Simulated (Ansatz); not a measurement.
## MgS (Fm-3m): band-edge transport data

Data:

```yaml
crystal:
  lattice:
    - [0.00000, 2.54222, 2.54222]
    - [2.54222, 0.00000, 2.54222]
    - [2.54222, 2.54222, 0.00000]
  atoms:
    - { symbol: Mg, position: [0.00000, 0.00000, 0.00000] }
    - { symbol: S, position: [0.50000, 0.50000, 0.50000] }
```

The numbers are results of PBEsol with spin-orbit coupling, rigid bands (plane waves, PAW; Ansatz, a program for electronic structure), not measurements. Condition of this run: hydrostatic pressure 5 GPa (the target of the relaxation). How the cell was made: cell and atoms relaxed with PBEsol, then loaded as said.

```json
{
  "band_gap": "2.81 eV",
  "electron conductivity mass (300 K, dilute)": "0.36 mₑ",
  "hole conductivity mass (300 K, dilute)": "1.12 mₑ",
  "effective density of states N_c (300 K)": "1.6e19 cm⁻³",
  "effective density of states N_v (300 K)": "8.0e19 cm⁻³",
  "density_of_states_mass_electrons": "0.75 mₑ",
  "density_of_states_mass_holes": "2.2 mₑ",
  "Seebeck coefficient, n-type 1e19 cm⁻³, 300 K": "-262 μV/K",
  "best n-type power factor at 300 K for τ = 10 fs (best axis; densities from 1e16 to 1e21 cm⁻³ tried, whether or not they can be reached)": "7.3 μW/(cm·K²) at 1e20 cm⁻³",
  "Seebeck coefficient, p-type 1e19 cm⁻³, 300 K": "422 μV/K"
}
```

Rigid bands; masses and Seebeck coefficients take one relaxation time τ for all states and one kind of carrier; polarons and phonon drag are left out.
